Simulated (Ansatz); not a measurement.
## SiC (space group P6_3mc, No. 186)

```cif
data_C6Si6
_chemical_formula_sum 'Si6 C6'
_space_group_name_H-M_alt 'P63mc'
_space_group_IT_number 186
_space_group_name_Hall 'P 6c -2c'
_cell_length_a 3.07868
_cell_length_b 3.07868
_cell_length_c 15.10787
_cell_angle_alpha 90.000
_cell_angle_beta 90.000
_cell_angle_gamma 120.000
loop_
_atom_site_label
_atom_site_type_symbol
_atom_site_symmetry_multiplicity
_atom_site_Wyckoff_symbol
_atom_site_fract_x
_atom_site_fract_y
_atom_site_fract_z
_atom_site_occupancy
Si1 Si 2 a 0.00000 0.00000 0.49982 1
Si2 Si 2 b 0.33333 0.66667 0.33308 1
Si3 Si 2 b 0.66667 0.33333 0.16660 1
C1 C 2 a 0.00000 0.00000 0.37447 1
C2 C 2 b 0.33333 0.66667 0.20810 1
C3 C 2 b 0.66667 0.33333 0.04163 1
```

Calculations: Ansatz (an electronic-structure program), r2SCAN, PAW, cutoff 500 eV, without spin-orbit coupling, earlier PAW set. Settings: 10×10×2 k-points, 0.05 eV Fermi–Dirac smearing.

The volume per atom is 10.33 Å³. The density comes out as 3.22 g/cm³ and the band gap is 2.39 eV (uncertain: the edges found on the path are not clean extrema). The total energy is -445.665 eV/atom (σ→0; compares only within this code and set-up).

Stability against distortions was not tested.
